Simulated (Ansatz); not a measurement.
Abridged Ansatz (a quantum-chemistry and plane-wave program) output:

```
Pseudopotential: Be, paw, valence charge 2
Crystal: 2 atoms, lattice volume = 15.816 Å³
Basis set: ecut = 500 eV, 391 PW (Γ), exchange–correlation on 72×72×108 points (64 copies of the dense FFT grid, shifted against one another)
Bands: 6, of which v1, the nominal top of the filled ones, is band 2 counted from 1 (1 counted from 0)
Symmetry: 24 space group operations
k-points: 392 of 6877
Functional: x = r2scan, c = r2scan; τ floored in thin density (d = 2e-4 eV/Å³)
SCF iter   1: F=—  HF=-186.665857 eV  |F-HF|=—  |Δ(HF+E_count)|=         —  Δρ=3.73e-3  dr2=1.64e-3  dr2_τ=5.78e-2  ethr=1.77e-3  ⟨swp⟩=5.9  Hψ=21730  notcnv=0
SCF iter   2: F=—  HF=-186.676823 eV  |F-HF|=—  |Δ(HF+E_count)|=   1.10e-2  Δρ=3.55e-3  dr2=1.55e-3  dr2_τ=5.69e-6  ethr=4.11e-5  ⟨swp⟩=2.0  Hψ=7841  notcnv=0
SCF 1 converged in 9 iterations: F = -186.676647 eV  dr2 = 1.17e-11
SCF converged after 9 iterations
Free energy (F): -186.676647 eV
Internal energy: -186.676014 eV  (E = F + TS)
E sigma→0 (E₀):  -186.676330 eV
Entropy (-TS):   -0.000633 eV (-0.316 meV/atom)
Fermi energy:    8.166104 eV
--- Forces (eV/Å), atoms counted from 1 ---
  atom   1  Be    -0.00000000    -0.00000000     0.00000000
  atom   2  Be     0.00000000     0.00000000    -0.00000000
--- Stress (GPa, compression-positive) ---
       -0.001330      -0.000000      -0.000000
       -0.000000      -0.001330       0.000000
        0.000000       0.000000       0.000578
  P = ⅓ Tr σ = -0.0007 GPa (-0.007 kbar)
```

Problem. What was computed, and what are the main results?

Solution. Be, 2 atoms in the cell, with r2SCAN (Ansatz; PAW; 500 eV plane waves; no spin-orbit coupling). The last SCF converged to F = -186.676647 eV, or -93.3383 eV per atom, at a pressure of 0.00 GPa. The total energy compares only with runs of the same code, potentials and settings.

Whether these cells are dynamically stable was not tested. The cell was made from Mg by this change: Mg → Be.
